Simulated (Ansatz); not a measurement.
**Effective masses and thermopower of CaF₂ (Fm-3m)**

Given:

```
CaF2
1.0
    0.00000     2.71029     2.71029
    2.71029     0.00000     2.71029
    2.71029     2.71029     0.00000
Ca F
1 2
Direct
  0.00000   0.00000   0.00000
  0.75000   0.75000   0.75000
  0.25000   0.25000   0.25000
```

Computed with PBEsol, rigid bands (plane waves, PAW, scalar-relativistic; Ansatz, a program for electronic structure). Cell: cell and atoms relaxed with PBEsol.

```
Quantity                                                                                                                                                      Result
---------------------------------------------------------------------------------------------------------------------------------------  ---------------------------
band gap                                                                                                                                                     7.25 eV
electron conductivity mass (300 K, dilute)                                                                                                                   0.56 mₑ
hole conductivity mass (300 K, dilute)                                                                                                                        2.0 mₑ
effective density of states N_c (300 K)                                                                                                                  1.0e19 cm⁻³
effective density of states N_v (300 K)                                                                                                                  5.1e20 cm⁻³
density-of-states mass, electrons                                                                                                                            0.56 mₑ
density-of-states mass, holes                                                                                                                                 7.4 mₑ
Seebeck coefficient, n-type 1e19 cm⁻³, 300 K                                                                                                               -225 μV/K
best n-type power factor at 300 K for τ = 10 fs (best axis; densities from 1e16 to 1e21 cm⁻³ tried, whether or not they can be reached)  3.1 μW/(cm·K²) at 3e19 cm⁻³
Seebeck coefficient, p-type 1e19 cm⁻³, 300 K                                                                                                                551 μV/K
```

Rigid bands; masses and Seebeck coefficients take one relaxation time τ for all states and one kind of carrier; polarons and phonon drag are left out. Spin-orbit coupling is left out; where it splits the top of the valence band, N_v and the p-type Seebeck coefficient come out somewhat high without it.
